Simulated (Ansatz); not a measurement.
Here is the system:

```xyz
2
Lattice="0.0000 2.6345 2.6345 2.6345 0.0000 2.6345 2.6345 2.6345 0.0000" Properties=species:S:1:pos:R:3 pbc="T T T"
Ga     0.0000     0.0000     0.0000
P      1.3172     1.3172     1.3172
```

Calculation: PBEsol with spin-orbit coupling, rigid bands (plane waves, PAW; Ansatz, a quantum-chemistry and plane-wave program). Condition of this run: hydrostatic pressure 10 GPa (the target of the relaxation). Geometry: cell and atoms relaxed with PBEsol, then loaded as said.

### Question
What conductivity effective mass do dilute electrons have at 300 K?

### Answer
0.34 mₑ.

### Question
What conductivity effective mass do dilute holes have at 300 K?

### Answer
0.44 mₑ.

### Question
And the band gap?

### Answer
1.23 eV at this level; semilocal functionals usually fall short of the measured gap.

Rigid bands, one relaxation time for all states, no polarons.
